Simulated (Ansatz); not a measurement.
**Cubic perovskite KMgF₃**

Method: PBEsol (plane waves, PAW; Ansatz, an electronic-structure program).

Settings: plane-wave cutoff 520 eV, 8×8×8 k mesh, Fermi–Dirac smearing 0.01 eV, scalar-relativistic PAW data made under PBE.

Cell: relaxed at this level.

| Item | Value |
|---|---|
| volume per atom | 12.72 Å³/atom |
| bulk modulus B0 | 72.2 GPa |
| lattice constant a | 3.991 Å |
| band gap | 7.11 eV (indirect) |
| smallest direct gap on the k points sampled | 7.44 eV |
| pressure derivative B′ of the bulk modulus | 4.5 |

Measured, for comparison: equilibrium volume per atom 12.70 Å³/atom, lattice constant a 3.990 Å (room temperature, not corrected to a static lattice; as tabulated in Vaitheeswaran et al. (2007), arXiv:cond-mat/0703621); bulk modulus 75.1 GPa (room temperature, not corrected to a static lattice, our sources range from 71.2 to 75.1; as tabulated in Vaitheeswaran et al. (2007), arXiv:cond-mat/0703621). Computed (rounded) less measured: equilibrium volume per atom +0.2 %, bulk modulus -4 % (inside the range of the sources held), lattice constant a 0.0 %.

Static lattice: no zero-point or thermal effects.

Cost on a shared machine: around 40 core-seconds (rough).
